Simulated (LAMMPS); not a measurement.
LAMMPS 22 Jul 2025, classical MD, EAM (Finnis-Sinclair form) (Mg_mm.eam.fs): Mg, 16384 atoms.

```yaml
task: MD, nve
potential: EAM (Finnis-Sinclair form), Mg_mm.eam.fs
copies_of_the_repeat_unit: 16×16×16
shape (slab and sphere leave vacuum in the box): bulk
temperature: 800 K
steps: 800
timestep: 2 fs
neighbor_skin: 2 Å
neigh_modify: every 1 delay 0 check yes
thermo: 100
newton: on (default)
atom_modify sort (bins of 2 Å where set): 1000 (default)
comm_style: brick (default)
box: 51.3 × 88.9 × 83.4 Å
start: generated hcp lattice, warmed in an untimed run
compared_values: energy and forces of the first step, drift over the run
```

Machine: one whole node, Arm Neoverse V2, 96 cores on 1 socket, no SMT, 1 L3 cache group.

Each set of copies ran two to five times on the otherwise empty node; times are medians from launch to the last exit. Processes are pinned to neighbouring cores unless said otherwise. The build: PyPI wheel: MPICH, OPENMP and OPT packages; another build can shift the numbers. Scratch files lie in a memory file system. A preparatory run goes ahead and isn't timed.

Ways to fill 88 cores (the node offers 329 GiB):
- 22 copies of 4 ranks
- 88 ranks
- 44 copies of 2 ranks
- 2 copies of 44 ranks
- 88 copies of 1 rank
- 8 copies of 11 ranks
- 4 copies of 22 ranks

### Question
Which packing maximises jobs per hour, and what does it cost in the time of one job?

### Answer
88 copies of 1 rank: 15000 jobs an hour; within 8 % of it: 44 copies of 2 ranks. At the low end 88 ranks gives 5500. One job is done soonest with 88 ranks (0.65 s against 22 s).

| way | time till all copies end | jobs an hour | memory in all, scratch files included |
|---|---|---|---|
| 88 copies of 1 rank | 22 s | 15000 | 2.3 GiB |
| 44 copies of 2 ranks | 11 s | 14000 | 2.0 GiB |
| 22 copies of 4 ranks | 5.9 s | 13000 | 1.7 GiB |
| 8 copies of 11 ranks | 2.4 s | 12000 | 1.6 GiB |
| 4 copies of 22 ranks | 1.4 s | 10000 | 1.5 GiB |
| 2 copies of 44 ranks | 0.87 s | 8300 | 1.5 GiB |
| 88 ranks | 0.65 s | 5500 | 1.6 GiB |
